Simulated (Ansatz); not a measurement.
Ag, response to strain

The parent structure is Ag in the fcc (Cu type) structure (space group Fm-3m, No. 225; relaxed with 0.1 eV smearing).

```yaml
crystal:
  lattice:
    - [0.00000, 2.00044, 2.00044]
    - [2.00044, 0.00000, 2.00044]
    - [2.00044, 2.00044, 0.00000]
  atoms:
    - { symbol: Ag, position: [0.00000, 0.00000, 0.00000] }
```

Cartesian axes are those of the cell as printed.

Strains are applied to the cell and any free atomic positions relax; under biaxial strain the out-of-plane vector relaxes too.

Computed with LDA in Ansatz (plane waves to 420 eV, PAW, no SOC).

| biaxial strain, plane normal [111], relaxed out of plane (%) | out-of-plane strain (%) |
|---|---|
| -2.5 | 2.26 |
| -2.08 | 1.87 |
| -1.67 | 1.49 |
| -1.25 | ? |
| -0.83 | 0.74 |
| -0.42 | 0.37 |
| 0 | 0.00 |

### Question
Fit ε⊥ = −νε + γε² (strains in %) to the rows shown and predict the withheld row.

### Answer
Least squares on the printed values gives ν = 0.88 (the biaxial Poisson response) and γ = 0.010 (largest residual 0.00 %); this predicts 1.11 %, and the run gives 1.11 %, in agreement.

No phonon test of stability was made.

Ansatz is a quantum-chemistry and plane-wave program.
